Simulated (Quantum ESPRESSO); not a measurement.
# Pressure against volume in cubic perovskite BaTiO3 (space group 221) (Quantum ESPRESSO, LDA)

```
BaTiO3
1.0
    3.84443     0.00000     0.00000
    0.00000     3.84443     0.00000
    0.00000     0.00000     3.84443
Ba Ti O
1 1 3
Cartesian
  0.00000   0.00000   0.00000
  1.92221   1.92221   1.92221
  1.92221   0.00000   1.92221
  0.00000   1.92221   1.92221
  1.92221   1.92221   0.00000
```

Method of the run: LDA (PZ), GBRV 1.5 ultrasoft (LDA) pseudopotentials (plane waves; Quantum ESPRESSO). Settings: ecutwfc = 65 Ry; ecutrho = 520 Ry; occupations = smearing; smearing = fermi-dirac; degauss = 0.000734986 Ry; potentials = {Ba: ba_lda_v1.uspp.F.UPF, Ti: ti_lda_v1.4.uspp.F.UPF, O: o_lda_v1.2.uspp.F.UPF}; K_POINTS = automatic 8 8 8 0 0 0; conv_thr = 1e-10 Ry; mixing_beta = 0.4. The cell above is the first row's. The rows scale it uniformly. In all rows fractional positions and the k mesh are held.

| V (Å^3/atom) | P (GPa) |
|---|---|
| 11.364 | 18.13 |
| 11.611 | 12.50 |
| 11.858 | 7.46 |
| 12.105 | 2.96 |
| 12.352 | -1.08 |
| 12.599 | -4.69 |
| 12.846 | -7.91 |
| 13.093 | -10.81 |
| 13.340 | ? |

Taking a cubic for P over the 8 complete rows: With u = V - 12.2, the rows have u = -0.8360, -0.5890, -0.3420, -0.0950, 0.1520, 0.3990, 0.6460, 0.8930. Least squares gives P = 1.347 - 16.5295·u + 3.7673·u² - 0.5631·u³. Residuals (row less fit): 0.002, -0.005, -0.003, 0.008, 0.000, -0.006, 0.001, 0.001; standard error 0.006 (degrees of freedom: 4). The fitted pressure is zero at V0 = 12.28, where dP/dV = -15.92, so B0 = -V0·dP/dV = 195 GPa.

Question: Estimate the missing P (V = 13.340); what did the run itself give?

Answer: u = 1.1400, so P = 1.347 - 16.5295 × 1.1400 + 3.7673 × 1.1400² - 0.5631 × 1.1400³ = -13.435 GPa. The calculation gives -13.39 GPa, 0.045 GPa above the prediction (0.1 % of the range of P in the table). The row lies outside the fitted rows, so this is an extrapolation. From the scatter of the fitted rows alone, a prediction at this place has a standard error of 0.016 GPa, so the miss is 2.8 times that.

Carrying the step between the two nearest rows on in a straight line would have given -13.71, off by 0.32; series whose last step already gives the withheld value aren't shown. The scan was laid around a cell of about the measured size, scaled by a guess for this functional. This is a high-temperature phase, held here by symmetry. The runs keep the symmetry of the cell, so they don't test it for distortions. Spin-orbit coupling is off. Cutoffs and mesh are single choices, not tested for convergence of this quantity. Series with a scatter that would blur these digits, or in which a gap closes, are not shown.
